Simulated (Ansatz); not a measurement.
MoRh (model structure, started from the CuAu type, P4/mmm, No. 123, 2 atoms in the cell)

Method: r²SCAN (Ansatz, a program for electronic structure, PAW).

Settings: plane-wave cutoff 560 eV, 20×20×16 k mesh (along the axes of the cell as run), Fermi–Dirac smearing 0.05 eV, no spin polarisation, scalar-relativistic PAW data made under PBE.

Cell (relaxed at this level):

```cif
data_MoRh
_chemical_formula_sum 'Mo1 Rh1'
_space_group_name_H-M_alt 'P 1'
_space_group_IT_number 1
_cell_length_a 2.72799
_cell_length_b 2.72799
_cell_length_c 3.89347
_cell_angle_alpha 90.000
_cell_angle_beta 90.000
_cell_angle_gamma 90.000
loop_
_space_group_symop_operation_xyz
  'x, y, z'
loop_
_atom_site_label
_atom_site_type_symbol
_atom_site_fract_x
_atom_site_fract_y
_atom_site_fract_z
_atom_site_occupancy
Mo1 Mo 0.50000 0.50000 0.50000 1
Rh1 Rh 0.00000 0.00000 0.00000 1
```

For MoRh (model structure, started from the CuAu type, P4/mmm, No. 123, 2 atoms in the cell), the bulk modulus B0 comes out as 289 GPa.

Note: the run has no spin polarisation, so it can have missed a magnetic state; the bulk modulus is −V dP/dV from two relaxed cells at ±2 % in volume; the relaxation could raise the start's symmetry but not lower it, so the cell can be a saddle point.

Computed values are for the static lattice.

It cost around 4 core-minutes (rough) of CPU time.

A model structure was made by putting elements into a prototype or built by hand; it is no filed structure, need not be a known phase, and can be a saddle point held by its symmetry.
